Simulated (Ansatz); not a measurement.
Formation energy of the bound charge states of Si vacancy + N on the C site (V_Si+N_C) in 3C silicon carbide (start: the Si site; C 1.90 Å away; 64-site cell, 2×2×2 shifted sampling) against the Fermi level, C-rich (Δμ(C) = 0.00 eV, Δμ(Si) = -0.41 eV, Δμ(N) = -1.55 eV, bounded by beta Si3N4; only phases computed here count, gases as isolated molecules at 0 K). Method: PBE, PAW (plane waves to 420 eV; Ansatz, a first-principles code).

Details: 64-site cell; 2×2×2 shifted k-points; host gap 1.37 eV; charged states image-corrected; energies good to tenths of an eV; flagged in the runs: a doubtful potential alignment.

Left out: charge +1 (level within 0.1 eV of a band edge or past it); charge −2 (carrier in host band states).

| E_F − E_VBM (eV) | q = 0 | q = −1 |
|---|---|---|
| 0.00 | 5.81 | 6.70 |
| 0.17 | 5.81 | 6.53 |
| 0.34 | 5.81 | 6.36 |
| 0.51 | 5.81 | 6.19 |
| 0.69 | 5.81 | 6.02 |
| 0.86 | 5.81 | 5.85 |
| 1.03 | 5.81 | 5.68 |
| 1.20 | 5.81 | 5.50 |
| 1.37 | 5.81 | 5.33 |

Crossings of the lowest lines: (0/−1) at 0.89 eV.
